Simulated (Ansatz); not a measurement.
The starting structures come from a database of crystals and need not be the phases stable at ambient conditions.

 Where the default PAW files enter, the runs use the earlier of Ansatz's two default sets.

By PBEsol, the system below comes out a metal.

Here is the system:

```
CELL_PARAMETERS angstrom
      4.80586     0.00000     0.00000
     -2.40293     4.16200     0.00000
      0.00000     0.00000     6.58816
ATOMIC_POSITIONS crystal
  Nb 0.50000 0.00000 0.66667
  Nb 0.50000 0.50000 0.33333
  Nb 0.00000 0.50000 0.00000
  Si 0.15808 0.84192 0.33333
  Si 0.31616 0.15808 0.00000
  Si 0.15808 0.31616 0.66667
  Si 0.84192 0.15808 0.33333
  Si 0.68384 0.84192 0.00000
  Si 0.84192 0.68384 0.66667
```

Space group of this cell: P6_422. The cell is taken as given; by PBEsol its mean pressure is -3.1 GPa.

The current flows along the normal of the first two printed cell vectors, the (001) plane of the conventional cell. No spin-orbit coupling; the value is a mean over 0.1 eV about the Fermi level.

Question: State the ballistic conductance per area according to PBEsol run with Ansatz (a quantum-chemistry and plane-wave program).

Answer: 0.36 × 10¹⁵ S/m² for both spins.
